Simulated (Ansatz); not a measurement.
Base system: Os in the hcp (Mg type) structure (space group P6_3/mmc, No. 194; a = 2.729 Å, c = 4.307 Å).

Method: PBEsol in Ansatz (plane waves to 420 eV, PAW, spin-orbit coupling left out), earlier PAW set.

Base values:

The lattice parameter a is 2.729 Å and the c/a ratio is 1.578.

Perturbation: cell and atoms relaxed at a pressure of 75 GPa.

Task: Estimate the effect on the lattice parameter a.

Result: The lattice parameter a decreases by 0.119 Å (2.729 Å → 2.610 Å).

Task: Estimate the effect on the c/a ratio.

Result: The c/a ratio grows by 0.008 (1.578 → 1.586).

Load acts through the strain it causes; cell and atoms are relaxed under it. Stability against distortions was not tested. No other phases were tried under pressure. The final runs are not spin-polarised.

Ansatz is an electronic-structure program.
